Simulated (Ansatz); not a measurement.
What 2 layers does to K

Base system: K in the bcc (W type) structure (space group Im-3m, No. 229; a = 5.3441 Å). Axes: x, y, z lie along the cube axes.

It is then changed as follows: a free-standing slab of 2 layers (2 atoms, 1 a layer) is cut normal to [110], with 15 Å of vacuum and the in-plane cell held at bulk.

The values are results of r2SCAN, PAW, 500 eV (Ansatz, a first-principles code; no spin-orbit coupling), not measurements. Γ-centred 11×11×1 mesh, Fermi–Dirac width 0.05 eV, for the changed cell.

| quantity | base | changed | shift |
|---|---|---|---|
| layer's space group (with vacuum) | – | Cmme (No. 67) | – |
| band gap | zero | zero | – |
| excess energy per area of both faces (slab less bulk energy over the cell's area: twice a surface energy) | – | 0.23 J/m² | – |
| thickness between the outermost nuclei | – | 3.65 Å | – |

The excess energy carries the mismatch between the slab's and the bulk's meshes. Stability against distortions was not tested.
